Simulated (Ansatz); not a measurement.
MgS under load (space group Fm-3m), r2SCAN with spin-orbit coupling, rigid bands in Ansatz (an electronic-structure program). Condition of this run: hydrostatic pressure 5 GPa (the target of the relaxation). Band gap 3.55 eV, N_c = 1.78e19 cm⁻³ and N_v = 7.92e19 cm⁻³ at 300 K, conductivity masses of 0.369 mₑ (electrons) and 1.15 mₑ (holes). Take k_BT = 0.02585 eV.

**Question.** Find the intrinsic carrier density and the intrinsic Fermi level.

**Answer.** n_i = √(N_c N_v) exp(−E_g/2k_BT) = 3.75e19 × exp(−68.66) = 5.7e-11 cm⁻³. The level lies (k_BT/2) ln(N_v/N_c) = 19 meV from mid-gap (positive towards the conduction band). Each 0.1 eV added to the gap lowers n_i by a factor of 6.9.

**Question.** A film of it is 8 nm thick. Estimate the confinement energies in an infinite well.

**Answer.** ħ²π²/(2m t²) = 0.376 eV·nm²/(m/mₑ × t²) gives 15.9 meV for electrons and 5.11 meV for holes, so the gap would widen to about 3.57 eV. Finite barriers and nonparabolic bands lower this, and with several valleys or bands the heaviest mass along the normal sets the lowest level, not this average.

**Question.** What thermal injection velocity √(2k_BT/πm) limits a ballistic channel?

**Answer.** 8.86e6 cm/s for electrons and 5.02e6 cm/s for holes, a ratio of √(m_h/m_e) = 1.77, for dilute carriers.

Rigid bands with the computed gap; masses take one relaxation time for all states.
